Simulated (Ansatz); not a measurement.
Functionals compared on F on the 1x1 (110) surface of 3C silicon carbide (cut with top plane C + Si), one in a 2x2 cell, started at the site 'hollow Si', in Ansatz (plane waves, PAW). The structure was relaxed with PBE; the other rows are single points on it, each with its references at the same level. Cutoff 420 eV (500 eV for r2SCAN).

Host crystal: 3C silicon carbide, with a band gap (PBE, scalar-relativistic without spin-orbit coupling).

Model: 49-atom slab, 7.7 Å thick at the start under the adsorbate (thin: gaps and levels are the slab's own), 3x3x1 mesh, Fermi-Dirac 0.01 eV, dipole correction, 24 atoms held, the rest relaxed; start symmetry kept, larger cells not searched; spin-polarised, ending with about 1.0 μB a cell; orders that need a larger cell were not tried, no spin-orbit, no U, no dispersion correction. At the end it is bonded to Si. In PBE it is, or lies within 0.03 eV of, the lowest of the starts that converged. These notes are the PBE run's. RPBE: The program's check for a lower electronic state was not made. r2SCAN: The program's check for a lower electronic state was not made. Adsorption energies are against ½ F2(g). A negative adsorption energy means that the adsorbate is more stable on the surface than in its reference.

```json
[
 {"functional": "PBE", "adsorption energy (eV)": "-4.14", "magnetic moment of the cell (μB)": "1.00", "rough cost of the single point": "–"},
 {"functional": "RPBE", "adsorption energy (eV)": "-4.01", "magnetic moment of the cell (μB)": "1.00", "rough cost of the single point": "roughly 5 core-minutes"},
 {"functional": "r2SCAN", "adsorption energy (eV)": "-4.51", "magnetic moment of the cell (μB)": "1.00", "rough cost of the single point": "around 8 core-minutes (rough)"}
]
```

Ansatz is a first-principles code.
